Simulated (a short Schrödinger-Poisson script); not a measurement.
**MOS inversion layer, Al2O3 on p-type Si(110)**

Structure: MOS inversion layer, Al2O3 on p-type Si(110), at 400 K.

```
layer  material  thickness (nm)  Na (cm⁻³)
-----  --------  --------------  ---------
1         Al2O3             4.4          -
2            Si             480     8.1e17
```

Constants are typed, rounded textbook-type inputs, not results; the design itself was drawn at random and stands for no fabricated device. Al2O3: permittivity 9, conduction-band edge (eV) 2.7, gap (eV) 6.8, electron mass (mₑ) 0.3. Si: permittivity 11.7, conduction-band edge (eV) 0, gap (eV) 1.124, Nv at 300 K (cm⁻³) 3.1e19.

Channel valleys (confinement mass, in-plane density-of-states mass, number): Δ4 0.315, 0.324, 4; Δ2 0.19, 0.417, 2. At the gate the conduction-band edge of layer 1 lies 3.14 eV − eVg above the Fermi level of the channel; the field vanishes at the back. Gaps are held at their typed values at every temperature. Mesh 0.03 nm at interfaces.

From a short Schrödinger-Poisson script (our own, NumPy): 1D Poisson equation in equilibrium, electrons quantum, Hartree (BenDaniel-Duke, 12 states a valley, the channel's in-plane mass for all, wave functions free to enter the dielectric), parabolic valleys, classical holes, full ionisation, no traps, pinning or gate leakage.

```
Vg (V)  electrons (cm⁻²)  C (μF/cm²)  Δ4 E0 (meV)  Δ4 E1 (meV)  Δ2 E0 (meV)  Δ2 E1 (meV)
------  ----------------  ----------  -----------  -----------  -----------  -----------
0.2               2.68e6       0.303        557.6        642.5        574.6        673.4
0.4               2.42e8       0.270        400.9        496.2        419.7        530.9
0.6              2.42e10       0.315        241.4        345.4        261.6        383.3
0.8              6.12e11       0.983        128.9        240.9        150.6        281.0
1                2.01e12        1.28         86.4        206.2        110.0        247.4
1.2              3.66e12        1.38         64.1        191.3         89.4        233.1
1.4              5.41e12        1.43         49.0        183.0         76.0        225.3
1.6              7.22e12        1.47         37.4        177.8         65.9        220.4
1.8              9.07e12        1.50         27.9        174.3         57.8        217.2
2                1.10e13        1.52         19.8        172.0         51.0        215.0
2.2              1.29e13        1.53         12.7        170.3         45.1        213.5
```

Subbands count from the Fermi level.
